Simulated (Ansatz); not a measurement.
The parent structure is Be in the hcp (Mg type) structure (space group P6_3/mmc, No. 194).

```xyz
2
Lattice="2.2647 0.0000 0.0000 -1.1324 1.9613 0.0000 0.0000 0.0000 3.5612" Properties=species:S:1:pos:R:3 pbc="T T T"
Be     1.1324     0.6538     2.6709
Be     0.0000     1.3075     0.8903
```

Level of theory: PBE (Ansatz, an electronic-structure program, PAW, spin-orbit coupling left out).

One change was made to it. Results:

The c/a ratio grows by 0.0072 to 1.580; the lattice parameter a falls by 0.080 Å (2.265 Å → 2.185 Å).

### Question
What was done to the base?
A. pressure 15 GPa
B. pressure 30 GPa
C. pressure 4.5 GPa

### Answer
A, pressure 15 GPa. For comparison, the lattice parameter a in the other runs: pressure 30 GPa gives 2.127 Å; pressure 4.5 GPa gives 2.238 Å.

Load acts through the strain it causes; cell and atoms are relaxed under it. No phonon test of stability was made. Competing high-pressure phases were not computed.
